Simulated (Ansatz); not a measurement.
# Ti, response to strain

Start from Ti in the hcp (Mg type) structure (space group P6_3/mmc, No. 194; relaxed with 0.1 eV smearing).

```xyz
2
Lattice="2.9016 0.0000 0.0000 -1.4508 2.5129 0.0000 0.0000 0.0000 4.5930" Properties=species:S:1:pos:R:3 pbc="T T T"
Ti     1.4508     0.8376     3.4447
Ti     0.0000     1.6753     1.1482
```

Cartesian axes are those of the cell as printed.

Strains are applied to the cell and any free atomic positions relax.

Method: Ansatz (an electronic-structure program) PBEsol, spin-orbit coupling left out.

Notes on the quantities. pressure: mean of the normal stresses, compression positive; energy relative to the base: free energy F.

```json
[
 {"variant": "base", "pressure": "0.0 GPa", "energy relative to the base": "0 meV/atom", "volume per atom": "16.74 Å³"},
 {"variant": "uniaxial strain ε_xx = −2.50 %", "pressure": "…", "energy relative to the base": "+5.8 meV/atom", "volume per atom": "16.33 Å³"},
 {"variant": "uniaxial strain ε_xx = −2.00 %", "pressure": "2.4 GPa", "energy relative to the base": "+3.6 meV/atom", "volume per atom": "16.41 Å³"},
 {"variant": "uniaxial strain ε_xx = −1.50 %", "pressure": "1.8 GPa", "energy relative to the base": "+2.0 meV/atom", "volume per atom": "16.49 Å³"},
 {"variant": "uniaxial strain ε_xx = −0.50 %", "pressure": "0.6 GPa", "energy relative to the base": "+0.2 meV/atom", "volume per atom": "16.66 Å³"},
 {"variant": "uniaxial strain ε_xx = +0.50 %", "pressure": "-0.6 GPa", "energy relative to the base": "+0.2 meV/atom", "volume per atom": "16.83 Å³"},
 {"variant": "uniaxial strain ε_xx = +1.00 %", "pressure": "-1.2 GPa", "energy relative to the base": "+0.9 meV/atom", "volume per atom": "16.91 Å³"},
 {"variant": "uniaxial strain ε_xx = +1.50 %", "pressure": "-1.7 GPa", "energy relative to the base": "…", "volume per atom": "17.00 Å³"},
 {"variant": "uniaxial strain ε_xx = +2.00 %", "pressure": "-2.3 GPa", "energy relative to the base": "…", "volume per atom": "17.08 Å³"},
 {"variant": "uniaxial strain ε_xx = +2.50 %", "pressure": "-2.8 GPa", "energy relative to the base": "…", "volume per atom": "17.16 Å³"}
]
```

Task: Complete the table.

Result: 
- uniaxial strain ε_xx = −2.50 %, pressure: 3.1 GPa
- uniaxial strain ε_xx = +1.50 %, energy relative to the base: +1.9 meV/atom
- uniaxial strain ε_xx = +2.00 %, energy relative to the base: +3.4 meV/atom
- uniaxial strain ε_xx = +2.50 %, energy relative to the base: +5.2 meV/atom

No phonon test of stability was made. All final runs are without spin polarisation.
